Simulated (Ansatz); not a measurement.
The parent structure is Hf in the hcp (Mg type) structure (space group P6_3/mmc, No. 194; a = 3.198 Å, c = 5.049 Å; relaxed with 0.1 eV smearing). Axes: x lies along a and z along c of the hexagonal cell.

All numbers come from DFT with r2SCAN, PAW potentials and a 500 eV plane-wave cutoff in Ansatz (a first-principles code), no SOC, earlier PAW set.

Base values:

The shortest interatomic distance comes out as 3.128 Å and the band gap is zero.

Now apply this change: strain tensor (xx, yy, zz, yz, xz, xy) = (+1.02, +0.63, −0.88, −0.54, +0.83, −0.35) %, atoms relaxed at fixed cell.

Q: How does this affect the stress, energy relative to the base, shortest interatomic distance and band gap?

A: The stress (xx, yy, zz, yz, xz, xy; compression positive) is (-1.8, -1.4, 0.8, 0.6, -1.0, 0.4) GPa; the energy grows by 4.1 meV/atom; the shortest interatomic distance falls by 0.041 Å, from 3.128 Å to 3.087 Å; the band gap stays zero.

Whether these cells are dynamically stable was not tested. All final runs are without spin polarisation.
